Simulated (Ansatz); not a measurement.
Base system: LiCl in the rock salt structure (space group Fm-3m, No. 225).

```
LiCl
1.0
    0.00000     2.53210     2.53210
    2.53210     0.00000     2.53210
    2.53210     2.53210     0.00000
Li Cl
1 1
Direct
  0.00000   0.00000   0.00000
  0.50000   0.50000   0.50000
```

Cartesian axes are those of the cell as printed.

Level of theory: PBEsol, PAW, 420 eV (Ansatz, a quantum-chemistry and plane-wave program; without spin-orbit coupling).

Base values:

| Quantity | Result |
|---|---|
| Band gap | 6.35 eV |

Now apply this change: tensile biaxial strain of 1.67 % in the plane normal to [111], as in epitaxy on a mismatched substrate; the out-of-plane cell vector and the atoms relax.

How does this affect the valence-band top at Γ and band gap?

The valence-band top at Γ (three highest levels, from the VBM) is 0.00, -0.15, -0.15 eV; the band gap shrinks by 0.25 eV to 6.10 eV.

Whether these cells are dynamically stable was not tested.
